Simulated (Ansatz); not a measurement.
**Response to strain in hypothetical zinc blende ScBi**

The reference is ScBi in the zinc blende structure (space group F-43m, No. 216; a hypothetical phase, not in the database extracts checked).

```
ScBi
1.0
    0.00000     3.32037     3.32037
    3.32037     0.00000     3.32037
    3.32037     3.32037     0.00000
Bi Sc
1 1
Direct
  0.25000   0.25000   0.25000
  0.00000   0.00000   0.00000
```

Cartesian axes are those of the cell as printed.

Strains are applied to the cell and any free atomic positions relax; under biaxial strain the out-of-plane vector relaxes too.

Computed with plane-wave PAW DFT at the PBEsol level (Ansatz, a program for electronic structure, 420 eV), no spin-orbit coupling.

| variant | gap character | band gap | electron mass |
|---|---|---|---|
| base | direct at X | 1.30 eV | 1.7 mₑ along k, 2.3 mₑ across (at X) |
| biaxial strain −4.08 %, plane normal [001], relaxed out of plane | direct at M | 0.86 eV | 1.5 mₑ along k, 0.82 mₑ across (at X) |
| biaxial strain −0.55 %, plane normal [001], relaxed out of plane | direct at M | 1.23 eV | 1.6 mₑ along k, 2.0 mₑ across (at X) |
| isotropic strain −6.00 % | direct at X | 1.11 eV | 1.2 mₑ along k, 1.1 mₑ across (at X) |
| uniaxial strain ε_yy = +0.94 % | direct at M | 1.27 eV | 1.7 mₑ along k, 2.2 mₑ across (at X) |
| uniaxial strain ε_yy = +5.33 % | direct at M | 1.13 eV | 1.8 mₑ (at X) |
| uniaxial strain ε_yy = +5.85 % | direct at M | 1.11 eV | 1.8 mₑ (at X) |
| uniaxial strain ε_zz = +5.10 % | direct at M | 1.14 eV | 1.8 mₑ (at X) |
| tensor shear ε_yz = +0.68 % | direct at X | 1.24 eV | – |
| tensor shear ε_xz = −0.91 % | direct at X | 1.22 eV | – |

With Bi present, leaving out spin-orbit coupling can change the band edges. Masses are band curvatures over ±0.01 Å⁻¹ around the edge. Along k means along the line from Γ to the band edge. No phonon test of stability was made. The final runs are not spin-polarised. Labels are those of the standard path for the cell's own space group.
